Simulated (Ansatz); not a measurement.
Consider CaSe in the rock salt structure (space group Fm-3m, No. 225).

```
CELL_PARAMETERS angstrom
      0.00000     2.93425     2.93425
      2.93425     0.00000     2.93425
      2.93425     2.93425     0.00000
ATOMIC_POSITIONS crystal
  Ca 0.00000 0.00000 0.00000
  Se 0.50000 0.50000 0.50000
```

Method: PBEsol (Ansatz, a quantum-chemistry and plane-wave program), scalar-relativistic without spin-orbit coupling.

For the base:

The band gap is 1.88 eV, the pressure comes out as 0.0 kbar and the hole mass is 0.17, 0.91, 0.91 mₑ (at Γ). The electron mass is 1.4 mₑ along k, 0.27 mₑ across (at X).

Modification: every lattice vector is shortened by 1.00 %, atoms relaxed at fixed cell.

Task: Estimate the effect on the band gap.

Result: The band gap decreases by 0.08 eV to 1.80 eV.

Task: What happens to the pressure?

Result: The pressure goes from zero to 16.7 kbar.

Task: What does the calculation give for the hole mass after the change?

Result: The hole mass (degenerate bands, along [100]) becomes 0.17, 0.88, 0.88 mₑ (at Γ) (base: 0.17, 0.91, 0.91 mₑ (at Γ)).

Task: How does this affect the energy relative to the base?

Result: The energy goes up by 3.8 meV/atom.

Task: Predict the new electron mass.

Result: The electron mass becomes 1.4 mₑ along k, 0.26 mₑ across (at X) (base: 1.4 mₑ along k, 0.27 mₑ across (at X)).

The cells carry an imposed strain or load. Effective masses come from finite differences of ±0.01 Å⁻¹. Along k means along the line from Γ to the band edge. No phonon test of stability was made.
